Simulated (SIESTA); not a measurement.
Band structure of Li₂O (Fm-3m, 3 atoms in the cell).

```yaml
crystal:
  lattice:
    - [0.00000, 2.28683, 2.28683]
    - [2.28683, 0.00000, 2.28683]
    - [2.28683, 2.28683, 0.00000]
  atoms:
    - { symbol: Li, position: [0.75000, 0.75000, 0.75000] }
    - { symbol: Li, position: [0.25000, 0.25000, 0.25000] }
    - { symbol: O, position: [0.00000, 0.00000, 0.00000] }
```

Method of the run: GGA PBE, numerical atomic orbitals DZP, PseudoDojo PBE standard norm-conserving potentials (rewritten from UPF to PSML) (SIESTA).

Settings: XC.functional = GGA; XC.authors = PBE; potentials = PseudoDojo PBE standard; PAO.BasisSize = DZP; PAO.EnergyShift = 0.01 Ry; MeshCutoff = 350 Ry; kgrid.MonkhorstPack = 12 12 12; OccupationFunction = FD; ElectronicTemperature = 10 K; PAO.Polarization.NonPerturbative = true; MaxSCFIterations = 150; SCF.Mixer.Method = Pulay; SCF.Mixer.Weight = 0.25; SCF.Mixer.History = 8.

The starting cell comes from a database of computed structures (which also holds hypothetical and non-ambient phases and stackings), without a prior relaxation at this level. Its lattice was rescaled by a random factor within 2.5 % of one. Values carry the incompleteness of an atom-centred basis.

**Question.** Predict the gap along the standard path and the places of the band edges.

**Answer.** The gap along the path is 5.19 eV, from Γ to X; the smallest direct gap on it is 5.48 eV.

Levels in eV from the top of the valence band on the path, bands 3 to 7:
```tsv
point	3	4	5	6	7
Γ	-15.47	0.00	0.00	0.00	5.48
X	-15.14	-1.65	-1.47	-1.47	5.19
W	-15.18	-1.89	-1.57	-1.57	7.32
K	-15.18	-2.09	-1.59	-1.15	6.73
L	-15.24	-2.86	-0.47	-0.47	9.57
U	-15.18	-2.09	-1.59	-1.15	6.73
```

Higher empty bands are left out: an atom-centred basis made for the valence describes them poorly.
